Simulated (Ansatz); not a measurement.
Reference: InP (F-43m), r2SCAN with spin-orbit coupling, rigid bands (plane waves, PAW; Ansatz, a quantum-chemistry and plane-wave program); axes and stresses refer to this cell.

```yaml
crystal:
  lattice:
    - [0.00000, 2.95332, 2.95332]
    - [2.95332, 0.00000, 2.95332]
    - [2.95332, 2.95332, 0.00000]
  atoms:
    - { symbol: In, position: [0.00000, 0.00000, 0.00000] }
    - { symbol: P, position: [0.25000, 0.25000, 0.25000] }
```

The electron conductivity mass is 0.084 mₑ and the Seebeck coefficient, n-type 1e19 cm⁻³ comes out as -56 μV/K. The hole conductivity mass is 0.57 mₑ.

| Change | electron conductivity mass | Seebeck coefficient, n-type 1e19 cm⁻³ | hole conductivity mass |
|---|---|---|---|
| biaxial stress xx = yy = -1 GPa (compression positive) | … | -54 μV/K | … |
| biaxial stress xx = yy = -2 GPa (compression positive) | … | -52 μV/K | 0.31 mₑ |
| hydrostatic pressure 2 GPa | 0.094 mₑ | -61 μV/K | … |
| hydrostatic pressure 5 GPa | 0.106 mₑ | -68 μV/K | 0.53 mₑ |

Question: Fill in the missing entries.

Answer: 
- biaxial stress xx = yy = -1 GPa (compression positive), electron conductivity mass: 0.080 mₑ
- biaxial stress xx = yy = -1 GPa (compression positive), hole conductivity mass: 0.44 mₑ
- biaxial stress xx = yy = -2 GPa (compression positive), electron conductivity mass: 0.076 mₑ
- hydrostatic pressure 2 GPa, hole conductivity mass: 0.55 mₑ

Masses are for dilute carriers at 300 K, harmonic means over directions unless an axis is named. Seebeck coefficients are for the stated density at 300 K, with one relaxation time for all states and whether or not that doping can be reached. Stresses and pressures are the targets of the relaxation.  The structure type is held under load, also where the real crystal would transform.
